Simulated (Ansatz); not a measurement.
Data:

A slab with vacuum along the third vector:

```
CELL_PARAMETERS angstrom
      3.22612     0.00000     0.00000
      0.00000     5.93510     0.00000
      0.00000     0.00000    28.00000
ATOMIC_POSITIONS crystal
  Sn 0.49886 0.50000 0.29001
  Sn 0.75114 0.00000 0.29001
  Sn 0.99298 0.00000 0.39462
  Sn 0.25702 0.50000 0.39462
  Sn 0.50358 0.50000 0.50000
  Sn 0.74642 0.00000 0.50000
  Sn 0.99298 0.00000 0.60538
  Sn 0.25702 0.50000 0.60538
  Sn 0.49886 0.50000 0.70999
  Sn 0.75114 0.00000 0.70999
```

Set-up: 10 atoms, 11.9 Å thick at the start; mesh 12x7x1; 0.1 eV smearing; dipole correction on; all atoms relaxed; held to the start's symmetry, so lower structures may exist; no spin, no spin-orbit, no U.

**Question.** Predict the work function of the top face from Ansatz (an electronic-structure program) with PBE.

**Answer.** 4.11 eV

**Question.** What surface energy (mean of both faces) does PBE give?

**Answer.** 0.42 J/m²
